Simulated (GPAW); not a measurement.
GPAW run on Y2Al3Si2 (C2/m, 7 atoms in the cell): self-consistent single point.

Method of the run: PBEsol, GPAW PAW datasets PBEsol (made by gpaw-setup) (plane waves; GPAW 25.7.0).

```
Y2Al3Si2
1.0
    5.06316    -2.01418     0.00000
    5.06316     2.01418     0.00000
   -1.27393     0.00000     6.46305
Y Al Si
2 3 2
Direct
  0.37987   0.37987   0.67786
  0.62013   0.62013   0.32214
  0.69441   0.69441   0.86815
  0.30559   0.30559   0.13185
  0.00000   0.00000   0.00000
  0.90813   0.90813   0.35849
  0.09187   0.09187   0.64151
```

Reference input (self-consistent single point, DFT LDA (Perdew-Wang 92), plane waves, GPAW PAW datasets LDA (gpaw-data 1.0.1)): mode = pw; ecut = 600 eV; xc = LDA; kpts = 6 6 4; mesh shift (steps) = 0 0 0; occupations.name = methfessel-paxton; occupations.width = 0.05 eV; occupations.order = 0; nbands = -15; symmetry.symmorphic = false; symmetry.tolerance = 0.0005; maxiter = 150. This run's input differs from it in these lines:

```diff
@@ -18,3 +18,3 @@
 calc = GPAW(mode=PW(600),
-            xc='LDA',
+            xc='PBEsol',
             kpts={'size': (6, 6, 4), 'gamma': True},
```

Its files differ too (potentials: GPAW PAW datasets PBEsol (made by gpaw-setup)).

Output (repeated stretches shortened):

```
     iter     time        total  log10-change:
                         energy   eigst   dens
iter:   1 --:--:--   -38.351487
iter:   2 --:--:--   -38.330406   -1.58  -1.18
iter:   3 --:--:--   -38.208577   -1.40  -1.20
iter:   4 --:--:--   -38.172577   -2.98  -1.54
iter:   5 --:--:--   -38.177080   -2.27  -1.60
iter:   6 --:--:--   -38.175487c  -2.71  -1.99
iter:   7 --:--:--   -38.153889   -3.21  -2.13
iter:   8 --:--:--   -38.152896   -4.34  -2.35
iter:   9 --:--:--   -38.149165c  -3.65  -2.41
iter:  10 --:--:--   -38.148938c  -4.22  -2.94
iter:  11 --:--:--   -38.148907c  -5.72  -3.11
iter:  12 --:--:--   -38.148874c  -6.08  -3.18
iter:  13 --:--:--   -38.148872c  -5.99  -3.33
iter:  14 --:--:--   -38.148870c  -6.29  -3.40
iter:  15 --:--:--   -38.148872c  -7.33  -3.47
iter:  16 --:--:--   -38.148868c  -6.78  -3.59
iter:  17 --:--:--   -38.148867c  -7.21  -3.78
iter:  18 --:--:--   -38.148866c  -6.94  -3.88
iter:  19 --:--:--   -38.148865c  -7.15  -4.02c
iter:  20 --:--:--   -38.148865c  -8.39c -4.37c
Converged after 20 iterations.

Dipole moment: (-0.000000, 0.000000, -0.000000) |e|*Ang

Energy contributions relative to reference atoms: (reference = -219588.654046)

Kinetic:        +32.494310
Potential:      -22.047916
External:        +0.000000
XC:             -48.121099
Entropy (-ST):   -0.003968
Local:           -0.472176
SIC:             +0.000000
--------------------------
Free energy:    -38.150849
Extrapolated:   -38.148865

Showing only first 2 kpts
 Kpt  Band  Eigenvalues  Occupancy
  0    17      6.37241    2.00000
  0    18      7.92869    0.00018
  0    19      7.98478    0.00000
  0    20      8.12093    0.00000

  1    17      6.81600    2.00000
  1    18      7.42756    2.00000
  1    19      8.37721    0.00000
  1    20      8.41438    0.00000

Fermi level: 7.79642

No gap
   [... lines left out ...]
  1 Y     0.00163    0.00000    0.10931
  2 Al   -0.00646    0.00000   -0.04720
  3 Al    0.00646    0.00000    0.04720
  4 Al    0.00000    0.00000    0.00000
  5 Si   -0.08280    0.00000    0.05269
  6 Si    0.08280    0.00000   -0.05269

Stress tensor:
     0.003558     0.000000    -0.002571
     0.000000     0.006205     0.000000
    -0.002571     0.000000     0.004183
Stress (GPa, Voigt): [ 0.5701  0.9942  0.6701  0.     -0.4119  0.    ]
```

The run converged in 20 iterations. GPAW prints stress with tension positive. Against the reference run the pressure goes from -2.91 to -0.74 GPa and the largest force goes from 0.115 to 0.109 eV/Å.

The starting cell comes from a database of computed structures (which also holds hypothetical and non-ambient phases and stackings), without a prior relaxation at this level. Its lattice was rescaled by a random factor within 2.5 % of one.

Cost on one core of a shared machine: roughly 3 min.
